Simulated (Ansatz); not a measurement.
The starting structures come from a database of crystals and need not be the phases stable at ambient conditions.

The decay constant κ of evanescent states in the gap governs leakage through a thin film.

Input:

```
CELL_PARAMETERS angstrom
      5.66172     0.00000     0.00000
      1.72646     6.99689     0.00000
      1.57877    -1.78657     5.13525
ATOMIC_POSITIONS crystal
  Ca 0.83539 0.24243 0.82975
  Ca 0.17025 0.74243 0.16461
  Mg 0.50297 0.00047 0.49535
  Mg 0.50465 0.50047 0.49703
  As 0.82383 0.74938 0.81811
  As 0.18189 0.24938 0.17617
  O  0.24379 0.07812 0.87795
  O  0.12205 0.57812 0.75621
  O  0.60292 0.62027 0.82544
  O  0.17456 0.12027 0.39708
  O  0.83084 0.87919 0.59720
  O  0.40280 0.37919 0.16916
  O  0.76465 0.92280 0.11407
  O  0.88593 0.42280 0.23535
  F  0.42292 0.74954 0.41244
  F  0.58756 0.24954 0.57708
```

Space group of this cell: Cc. The cell is taken as given; by r2SCAN its mean pressure is -6.5 GPa.

Transport runs along the normal of the first two printed cell vectors.

The gap is the functional's own, uncorrected, and κ follows it; spin-orbit coupling is left out. Mid-gap values are interpolated between the computed energies.

**Question.** Predict the band gap and the smallest decay constant κ at mid-gap from r2SCAN in Ansatz (a first-principles code).

**Answer.** Gap 4.61 eV on a 6×6×6 mesh; κ = 0.384 1/Å, at the zone centre.
